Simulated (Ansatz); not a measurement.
**A computed series for Be: response to strain**

Take Be in the hcp (Mg type) structure (space group P6_3/mmc, No. 194; a = 2.255 Å, c = 3.558 Å; relaxed with 0.1 eV smearing) as the base.

Strains are applied to the cell and any free atomic positions relax.

All numbers come from PBEsol/PAW in Ansatz (a program for electronic structure), without spin-orbit coupling.

Candidates:
(a) isotropic strain −0.50 %
(b) isotropic strain −3.00 %
(c) isotropic strain +2.00 %
(d) isotropic strain −2.50 %

Notes on the quantities. energy relative to the base: free energy F.

### Question
Order them by energy relative to the base, lowest first.

### Answer
(a) isotropic strain −0.50 % (+0.7 meV/atom), (c) isotropic strain +2.00 % (+10 meV/atom), (d) isotropic strain −2.50 % (+18 meV/atom), (b) isotropic strain −3.00 % (+26 meV/atom)

No phonon test of stability was made.
